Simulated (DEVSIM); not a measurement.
Structure: Al/Al2O3/SiO2/p-Si capacitor, at 300 K.

Layer 1 from the left is Al2O3, thickness (nm) 8.10. Layer 2 from the left is SiO2, thickness (nm) 1.50. Layer 3 from the left is Si, thickness (nm) 5000, Na (cm⁻³) 1.3e16.

Metal gate on the left, work function 4.1 eV. Fixed charge at the semiconductor interface 1.6e10 cm⁻² (in units of +e); no interface traps.

This is a model device: material constants are rounded textbook-type values typed into the input, and sizes, dopings and lifetimes were drawn at random. Values at 300 K.

Al2O3: gap (eV) 6.8, affinity (eV) 1.35, permittivity 9. SiO2: gap (eV) 9, affinity (eV) 0.9, permittivity 3.9. Si: gap (eV) 1.124, affinity (eV) 4.05, permittivity 11.7, Nc (cm⁻³) 2.86e19, Nv (cm⁻³) 3.1e19.

Task: Estimate by hand the flat-band voltage, the threshold voltage, and compare with a numerical solution.

Result: 
- Flat-band voltage: C = 0.689 μF/cm², work-function difference -0.873 V; VFB = φms − qNf/C = -0.88 V; numerical -0.88 V.
- Threshold voltage: φF = 0.362 V, depletion charge √(4εqNφF) = 5.59e-8 C/cm²; VT = VFB + 2φF + Qd/C = -0.07 V; numerical -0.07 V.

Simulated with DEVSIM: 1D Poisson equation in equilibrium, Boltzmann statistics, complete ionisation; no quantum confinement or tunnelling. Metal contacts follow the ideal Schottky-Mott rule: no Fermi-level pinning, no interface dipoles.
